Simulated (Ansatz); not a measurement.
The structure below was relaxed with Ansatz (a first-principles code), PBEsol, PAW, cutoff 420 eV, spin-orbit coupling left out.

Space group Fd-3m, origin choice 1 (No. 227); a = b = c = 6.910 Å, α = β = γ = 90.00°

```csv
atom,site,symmetry,x,y,z
Pb,8b,-43m,0.5000,0.5000,0.5000
```

Problem. Write out a cell with all atoms.

Solution. 
```cif
data_Pb8
_chemical_formula_sum 'Pb8'
_space_group_name_H-M_alt 'P 1'
_space_group_IT_number 1
_cell_length_a 6.91004
_cell_length_b 6.91004
_cell_length_c 6.91004
_cell_angle_alpha 90.000
_cell_angle_beta 90.000
_cell_angle_gamma 90.000
loop_
_space_group_symop_operation_xyz
  'x, y, z'
loop_
_atom_site_label
_atom_site_type_symbol
_atom_site_fract_x
_atom_site_fract_y
_atom_site_fract_z
_atom_site_occupancy
Pb1 Pb 0.00000 0.00000 0.50000 1
Pb2 Pb 0.25000 0.75000 0.25000 1
Pb3 Pb 0.00000 0.50000 0.00000 1
Pb4 Pb 0.25000 0.25000 0.75000 1
Pb5 Pb 0.50000 0.00000 0.00000 1
Pb6 Pb 0.75000 0.75000 0.75000 1
Pb7 Pb 0.50000 0.50000 0.50000 1
Pb8 Pb 0.75000 0.25000 0.25000 1
```
This is the conventional cell.

No phonon test of stability was made. The cell was made from Ge by this change: Ge → Pb; the result is a model cell, its experimental status unchecked. This is not the structure that Pb has at room temperature and ambient pressure.
